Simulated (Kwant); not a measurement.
Device: In0.53Ga0.47As/InP stack with 1 barrier. One parabolic valley. Leads of mass 0.041 mₑ with the band edge at 0; grid 0.1 nm; bias 0 V, dropping linearly over the stack.

| layer | thickness (nm) | band offset (eV) | mass (mₑ) |
|---|---|---|---|
| 1 | 5.6 | 0.25 | 0.08 |

Constants are typed, rounded textbook-type inputs, not results; the design itself was drawn at random and stands for no fabricated device.

Kwant, one-band effective-mass tight-binding model in one dimension, coherent, no space charge.

Sweep values stay those of the base run.

The thickness of the first barrier was swept, all else fixed.

```csv
thickness of the first barrier (nm),transmission at E = 0.09114 eV,transmission at E = 0.3750 eV,mean transmission over the sweep,transmission at E = 0.2804 eV
3.4,0.076,0.51,0.20,0.30
4.5,0.022,0.64,0.16,0.23
5.6,0.0062,0.93,0.17,0.20
6.7,0.0017,0.92,0.20,0.20
7.8,0.00049,0.64,0.20,0.23
```

From the first row to the last the transmission at E = 0.09114 eV goes from 0.076 to 0.00049. From the first row to the last the transmission at E = 0.3750 eV goes from 0.51 to 0.64.
